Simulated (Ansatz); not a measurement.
**ScAl$_{3}$ (Pm-3m): band-structure transport figures**

```
CELL_PARAMETERS angstrom
      4.07197     0.00000     0.00000
      0.00000     4.07197     0.00000
      0.00000     0.00000     4.07197
ATOMIC_POSITIONS crystal
  Sc 0.00000 0.00000 0.00000
  Al 0.50000 0.00000 0.50000
  Al 0.00000 0.50000 0.50000
  Al 0.50000 0.50000 0.00000
```

Level of theory: PBEsol, rigid bands (plane waves, PAW, scalar-relativistic; Ansatz, a program for electronic structure). Geometry: cell and atoms relaxed with PBEsol.

```yaml
density of states at the Fermi level: 1.24 states/(eV·cell), both spins
bare Sommerfeld coefficient: 0.73 mJ/(mol of atoms·K²)
drude_plasma_energy: 5.8 eV
root-mean-square Fermi velocity: 8.3e5 m/s
resistivity times τ: 14.7 ×10⁻²² Ω·m·s
```

A metal at this level (no band gap); rigid bands, thermally averaged at 300 K, both spins. Spin-orbit coupling is left out. τ is one relaxation time for all states.

Computed structure with no diffraction record at hand here (it may be known, metastable or hypothetical): ScAl3 (Pm-3m).
